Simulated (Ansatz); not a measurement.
Consider CdSe in the wurtzite structure (space group P6_3mc, No. 186).

```yaml
crystal:
  lattice:
    - [4.30206, 0.00000, 0.00000]
    - [-2.15103, 3.72569, 0.00000]
    - [0.00000, 0.00000, 7.02135]
  atoms:
    - { symbol: Cd, position: [0.66667, 0.33333, 0.00046] }
    - { symbol: Cd, position: [0.33333, 0.66667, 0.50046] }
    - { symbol: Se, position: [0.66667, 0.33333, 0.62474] }
    - { symbol: Se, position: [0.33333, 0.66667, 0.12474] }
```

Cartesian axes are those of the cell as printed.

Calculations: PBEsol/PAW in Ansatz (a program for electronic structure), no spin-orbit coupling, earlier PAW set.

Strains are applied to the cell and any free atomic positions relax.

One change was made to it. Results:

```csv
quantity,base,after
band gap,0.54 eV,0.50 eV
gap character,direct at Γ,direct at Γ
"pressure (mean of the normal stresses, compression positive)",0.00 GPa,0.63 GPa
```

Task: Which of these changes matches the shifts?
A) tensor shear ε_xy = −2.92 %
B) uniaxial strain ε_zz = +0.80 %
C) strain tensor (xx, yy, zz, yz, xz, xy) = (+0.06, −1.68, +0.42, +0.75, +0.33, +0.15) %
D) tensor shear ε_xy = −1.35 %

Result: C, strain tensor (xx, yy, zz, yz, xz, xy) = (+0.06, −1.68, +0.42, +0.75, +0.33, +0.15) %. For comparison, the pressure in the other runs: uniaxial strain ε_zz = +0.80 % gives -0.41 GPa; tensor shear ε_xy = −1.35 % gives -0.01 GPa; tensor shear ε_xy = −2.92 % gives -0.05 GPa.

Gaps are read on the SCF mesh and a high-symmetry path. Stability against distortions was not tested. Labels are those of the standard path for the cell's own space group.
